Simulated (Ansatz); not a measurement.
# A computed series for Cu3Au: pressure series

Start from Cu3Au in the Cu3Au type structure (space group Pm-3m, No. 221; a = 3.7135 Å).

Cell and atoms are relaxed at each pressure.

Computed with PBEsol (Ansatz, an electronic-structure program, PAW, spin-orbit coupling left out).

```csv
pressure (GPa),volume per atom (Å³/atom)
-2,12.958
-1,12.879
0,12.802
7,12.332
15,11.900
30,11.276
50,10.661
75,?
100,9.644
```

Task: Fit the third-order Birch–Murnaghan form P(V) = (3B₀/2)[(V₀/V)^(7/3) − (V₀/V)^(5/3)]·[1 + (3/4)(B₀′ − 4)((V₀/V)^(2/3) − 1)] (squares taken in P) to the rows shown and predict the withheld row.

Result: Least squares on the printed values gives V₀ = 12.801 Å³/atom, B₀ = 171 GPa, B₀′ = 5.1; this predicts 10.087 Å³/atom, and the run gives 10.088 Å³/atom, in agreement.

Load acts through the strain it causes; cell and atoms are relaxed under it. Stability against distortions was not tested. Competing high-pressure phases were not computed. The final runs are not spin-polarised.
